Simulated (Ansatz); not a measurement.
BN (Fmm2, No. 42, 2 atoms in the cell; start mp-685145; a measured phase of this formula has another space group), treated with HSE06 (plane waves, PAW; Ansatz, an electronic-structure program).

Run with plane-wave cutoff 460 eV, 12×12×12 k mesh, Fermi–Dirac smearing 0.01 eV, scalar-relativistic PAW data made under PBE.

Computed at the level's own relaxed cell.

```
CELL_PARAMETERS angstrom
      0.00000     4.07478     2.16035
      1.24749     0.00000     2.16035
      1.24749     4.07478     0.00000
ATOMIC_POSITIONS crystal
  B  0.00003 0.00003 0.99997
  N  0.66667 0.66667 0.33333
```

Task: List the 6 lowest band energies at Γ above −25 eV (eV, relative to the valence band maximum), grouping those that round alike.

Result: At Γ: -19.60, -5.47, -1.62 (×2), 5.47, 13.41.

Note: the run warned that its exchange threshold was loose for the stress; the cell has widely spaced layers and the level no dispersion term, so their spacing and the moduli can rest on weak binding.

A start named mp-… is a Materials Project structure, which need not be a measured phase.
